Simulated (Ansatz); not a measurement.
The starting structures come from a database of crystals and need not be the phases stable at ambient conditions.

 Where the default PAW files enter, the runs use the earlier of Ansatz's two default sets.

By PBEsol, the system below comes out a metal.

The ballistic (Sharvin) conductance counts the channels at the Fermi level: G/A = (e²/h) × channels of both spins per area.

Given:

```yaml
crystal:
  lattice:
    - [5.06249, 0.00000, 0.00000]
    - [2.17669, 4.57064, 0.00000]
    - [1.44290, -2.28532, 2.62163]
  atoms:
    - { symbol: Ti, position: [0.00000, 0.00000, 0.00000] }
    - { symbol: Al, position: [0.50000, 0.50000, 0.00000] }
    - { symbol: Al, position: [0.25000, 0.25000, 0.50000] }
    - { symbol: Al, position: [0.75000, 0.75000, 0.50000] }
```

Space group of this cell: Fmmm. The cell is strained (lengths along the current scaled by 0.97, ions clamped); by PBEsol its mean pressure is 3.3 GPa.

The current flows along the normal of the first two printed cell vectors. No spin-orbit coupling; the value is a mean over 0.1 eV about the Fermi level.

### Question
Predict the ballistic conductance per area from PBEsol (Ansatz, a quantum-chemistry and plane-wave program).

### Answer
0.50 × 10¹⁵ S/m² for both spins.
